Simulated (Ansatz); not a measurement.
Bi2Se3 under a change: electrons 1.0×10^22 cm⁻³

The parent structure is Bi$_{2}$Se$_{3}$ (space group R-3m, No. 166; a = 4.145 Å, c = 29.266 Å (hexagonal axes)).

Now apply this change: electron doping at 1.0×10^22 cm⁻³ (1.45 per cell), with a uniform compensating background at fixed cell and a 300 K Fermi–Dirac width.

Method: DFT with r2SCAN+rVV10, PAW potentials and a 500 eV plane-wave cutoff in Ansatz (an electronic-structure program), no spin-orbit coupling. Settings: 13×13×13 k-points, 0.0259 eV Fermi–Dirac smearing.

```json
[
 {"quantity": "gap between the host's bands", "base": "0.60 eV", "changed": "0.39 eV", "shift": "-0.21 eV"},
 {"quantity": "gap character", "base": "direct at Γ", "changed": "direct at Γ", "shift": "–"},
 {"quantity": "Fermi level relative to the doped band's edge (positive inside the band; to 0.05 eV)", "base": "–", "changed": "+1.15 eV", "shift": "–"}
]
```

Final structure:

```
Bi2Se3
1.0
    2.07230     1.19644     9.75526
   -2.07230     1.19644     9.75526
    0.00000    -2.39289     9.75526
Bi Se
2 3
Cartesian
  0.00000   0.00000  11.72803
  0.00000   0.00000  17.53775
  0.00000   0.00000   0.00000
  0.00000   0.00000   6.16413
  0.00000   0.00000  23.10165
```
Cell charge -1.45122.

Charged cell with a jellium background: band edges are those of the host's band count, energies are not comparable with the neutral cell, and many-body gap narrowing is missing. With Bi present, leaving out spin-orbit coupling can change the band edges. No phonon test of stability was made.
